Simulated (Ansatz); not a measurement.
**A computed series for Bi: response to strain**

The parent structure is Bi (space group R-3m, No. 166; a = 4.520 Å, c = 12.048 Å (hexagonal axes); layered; relaxed with 0.1 eV smearing). Axes: x lies along a and z along c of the hexagonal cell.

Strains are applied to the cell and any free atomic positions relax; under biaxial strain the out-of-plane vector relaxes too.

Calculations: r2SCAN+rVV10 (Ansatz, an electronic-structure program, PAW, no spin-orbit coupling), earlier PAW set.

Notes on the quantities. pressure: mean of the normal stresses, compression positive; energy relative to the base: free energy F.

```tsv
change	pressure	volume per atom	space group	energy relative to the base
base	0.0 GPa	35.53 Å³	R-3m (No. 166)	0 meV/atom
biaxial strain +0.33 %, plane normal [001], relaxed out of plane	-0.2 GPa	35.61 Å³	R-3m (No. 166)	+0.2 meV/atom
isotropic strain +5.10 %	-3.9 GPa	41.25 Å³	R-3m (No. 166)	(withheld)
uniaxial strain ε_xx = −3.93 %	1.8 GPa	34.14 Å³	C2/m (No. 12)	+14 meV/atom
uniaxial strain ε_yy = −1.05 %	0.5 GPa	35.16 Å³	C2/m (No. 12)	(withheld)
uniaxial strain ε_yy = +0.83 %	-0.3 GPa	35.83 Å³	C2/m (No. 12)	(withheld)
```

Task: What belongs in the blanks?

Result: 
- isotropic strain +5.10 %, energy relative to the base: +80 meV/atom
- uniaxial strain ε_yy = −1.05 %, energy relative to the base: +0.9 meV/atom
- uniaxial strain ε_yy = +0.83 %, energy relative to the base: +0.6 meV/atom

No phonon test of stability was made.
